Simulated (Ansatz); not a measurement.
Given:

End structure of Li on the 1x1 (110) surface of bcc Mo, one in a 1x1 cell, started at the site 'hollow Mo-Mo-Mo':

```xyz
5
Lattice="2.7373 0.0000 0.0000 -0.9124 2.5808 0.0000 0.0000 0.0000 26.0000" Properties=species:S:1:pos:R:3 pbc="T T T"
Mo     0.9124     1.2904     9.7315
Mo     0.0000     0.0000    11.8730
Mo     0.9114     1.2912    14.1179
Mo    -0.0013     0.0009    16.3090
Li     0.9150     1.2886    18.5452
```

Model: 5-atom slab, 6.5 Å thick at the start under the adsorbate (thin: gaps and levels are the slab's own), 12x12x1 mesh, Fermi-Dirac 0.1 eV, dipole correction, 2 atoms held, the rest relaxed; symmetry of the start imposed; no spin, no spin-orbit, no U, no dispersion correction. At the end it is bonded to 4 Mo. In PBE it is, or lies within 0.03 eV of, the lowest of the starts that converged.

A negative adsorption energy means that the adsorbate is more stable on the surface than in its reference.

Q: Predict the adsorption energy against an atom of bcc Li from PBE in Ansatz (a quantum-chemistry and plane-wave program).

A: -0.54 eV

Q: Estimate the change of the work function that PBE returns for this input.

A: -1.36 eV

Q: What change of the step from the bottom to the top vacuum level, against the clean slab does PBE give?

A: -1.31 eV

Q: What is the computed work function of the top face (PBE)?

A: 3.23 eV
